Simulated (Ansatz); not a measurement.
Ansatz (an electronic-structure program) run on Li2Al (Cmcm, 6 atoms in the cell): self-consistent single point.

Method of the run: r2SCAN, default PAW files made with PBE (plane waves; Ansatz).

```
Li2Al
1.0
    2.29229    -4.83324     0.00000
    2.29229     4.83324     0.00000
    0.00000     0.00000     4.43090
Li Al
4 2
Direct
  0.24139   0.75861   0.25000
  0.75861   0.24139   0.75000
  0.58986   0.41014   0.25000
  0.41014   0.58986   0.75000
  0.92502   0.07498   0.25000
  0.07498   0.92502   0.75000
```

Reference input (self-consistent single point, DFT, r2SCAN, plane waves, default PAW files made with PBE): kpoints.mp_grid.grid = 8 8 8; hamiltonian.xc = r2scan; hamiltonian.pseudopotentials = {kind: paw} (the program's default PAW files); scf.occupations.method = methfessel_paxton; scf.occupations.width = 0.1 eV. This run's input differs from it in these lines:

Ansatz 0.2 input:
```diff
@@ -14,3 +14,3 @@
   mp_grid:
-    grid: [8, 8, 8]
+    grid: [9, 9, 8]
 hamiltonian:
```

The program printed (abridged):

```
SCF iter   1: F=—  HF=-1902.321644 eV  |F-HF|=—  |Δ(HF+E_count)|=         —  Δρ=3.08e-3  dr2=1.26e-2  dr2_τ=9.90e-3  ethr=1.77e-3  ⟨swp⟩=6.0  Hψ=11589  notcnv=0  defer=3
all-band conjugate gradients solve this SCF's bands
preconditioner: auto → Kerker (q_TF=auto, 2.056 Å⁻¹)
SCF iter   2: F=—  HF=-1902.359154 eV  |F-HF|=—  |Δ(HF+E_count)|=   3.75e-2  S|Δr|=    0.00e0  Δρ=2.00e-3  dr2=6.55e-3  dr2_τ=3.57e-5  ethr=7.03e-5  ⟨swp⟩=2.0  Hψ=4569  notcnv=0  defer=181
   [... lines left out ...]
SCF iter   4: F=—  HF=-1902.359486 eV  |F-HF|=—  |Δ(HF+E_count)|=   2.89e-5  S|Δr|=    0.00e0  Δρ=1.13e-4  dr2=1.93e-5  dr2_τ=2.24e-7  ethr=2.31e-6  ⟨swp⟩=2.1  Hψ=2292  notcnv=0  defer=181
SCF iter   5: F=—  HF=-1902.359493 eV  |F-HF|=—  |Δ(HF+E_count)|=   7.65e-6  S|Δr|=    0.00e0  Δρ=4.02e-5  dr2=2.61e-6  dr2_τ=5.81e-9  ethr=1.07e-7  ⟨swp⟩=2.2  Hψ=2247  notcnv=0  defer=181
SCF iter   6: F=-1902.359495 eV  HF=-1902.359495 eV  |F-HF|=3.03e-8  |Δ(HF+E_count)|=   1.14e-6  S|Δr|=    0.00e0  Δρ=4.80e-6  dr2=3.14e-8  dr2_τ=1.84e-10  ethr=5.56e-10  ⟨swp⟩=7.4  Hψ=10341  notcnv=0
SCF 1 converged in 6 iterations: F = -1902.359495 eV  dr2 = 3.14e-8
Stability not checked (fill_not_monotonic)
Free energy (F): -1902.359495 eV
Internal energy: -1902.359697 eV  (E = F + TS)
E sigma→0 (E₀):  -1902.359545 eV
Entropy (-TS):   0.000203 eV (0.034 meV/atom)
Fermi energy:    3.504127 eV
--- Forces (eV/Å), atoms counted from 1 ---
  atom   1  Li    -0.00000000     0.02125627    -0.00000000
  atom   2  Li     0.00000000    -0.02125627     0.00000000
  atom   3  Li     0.00000000    -0.01770052     0.00000000
  atom   4  Li    -0.00000000     0.01770052    -0.00000000
  atom   5  Al    -0.00000000    -0.00909447    -0.00000000
  atom   6  Al     0.00000000     0.00909447     0.00000000
--- Stress (GPa, compression-positive) ---
        0.382669       0.000000      -0.000000
        0.000000       0.167823       0.000000
       -0.000000       0.000000       0.621658
  P = ⅓ Tr σ = 0.3907 GPa (3.907 kbar)
  The stress holds the Pulay correction. Without it, at fixed plane waves, as pw.x and ABINIT print it: P = 0.3852 GPa
```

The run converged in 6 iterations. Against the reference run the free energy falls by 1.2 meV/atom, the pressure stays at 0.39 GPa and the largest force goes from 0.013 to 0.021 eV/Å.

The starting cell comes from a database of computed structures (which also holds hypothetical and non-ambient phases and stackings), without a prior relaxation at this level. Ansatz's pressure includes its estimate of the finite-basis (Pulay) stress.
